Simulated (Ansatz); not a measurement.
## A short convergence ladder for InSe (C2/m, 4 atoms in the cell)

```xyz
4
Lattice="5.8555 -2.0649 0.0000 5.8555 2.0649 0.0000 -1.7318 0.0000 4.7952" Properties=species:S:1:pos:R:3 pbc="T T T"
In    -0.3414     0.0000     4.5706
In    10.3206     0.0000     0.2246
Se     3.3976     0.0000     1.5874
Se     6.5816     0.0000     3.2078
```

Base method: LDA (PW92), PAW files made with PBE (plane waves; Ansatz, a first-principles code).

Base settings: basis.ecutwfc = 420 eV; kpoints.mp_grid.grid = 6 6 4; hamiltonian.xc = lda; hamiltonian.pseudopotentials = {kind: paw} (the program's default PAW files); scf.occupations.method = fixed.

Core times come from one kind of shared machine, to one figure; runs under 30 s give none.

**Zone-centre phonons against the cutoff**

In this ladder: phonons.method = dfpt; phonons.dielectric = true; phonons.rigid_motions = translations.

The mesh stays at the base's, so the ladder's end is converged at best in this setting alone.

Frequencies are those of the unrelaxed cell, without the LO-TO term of polar crystals.

Only quantities that move along the ladder and can be compared are tabulated.

ε∞ and Born charges come from denser meshes that the program picks itself.

| basis.ecutwfc | highest zone-centre frequency (cm⁻¹) | largest Born charge (mean of the diagonal) (e) | mean ε∞ | core time / last (rough) |
|---|---|---|---|---|
| 210 eV | 216.0 | 2.534 | 10.736 | 1 |
| 295 eV | 202.9 | 2.473 | 10.685 | 0.8 |
| 355 eV | 202.7 | 2.470 | 10.682 | 1.0 |
| 420 eV | 202.7 | 2.470 | 10.682 | 1 |

Coarsest basis.ecutwfc that holds the highest zone-centre frequency within 2 cm⁻¹ of the last step, with all finer ones: 295 eV; the step before is off by 13 cm⁻¹.

Coarsest basis.ecutwfc that holds the mean ε∞ within 0.05 of the last step, with all finer ones: 295 eV; the step before is off by 0.054.

Coarsest basis.ecutwfc that holds the largest Born charge (mean of the diagonal) within 0.05 e of the last step, with all finer ones: 295 eV; the step before is off by 0.064 e.

On the base run: the starting cell comes from a database of computed structures (which also holds hypothetical and non-ambient phases and stackings), without a prior relaxation at this level. Its lattice was rescaled by up to half a per cent. In the base run, with a pressure of about -3 GPa the cell is away from its equilibrium volume at this level.

Keys are those of Ansatz 0.2.
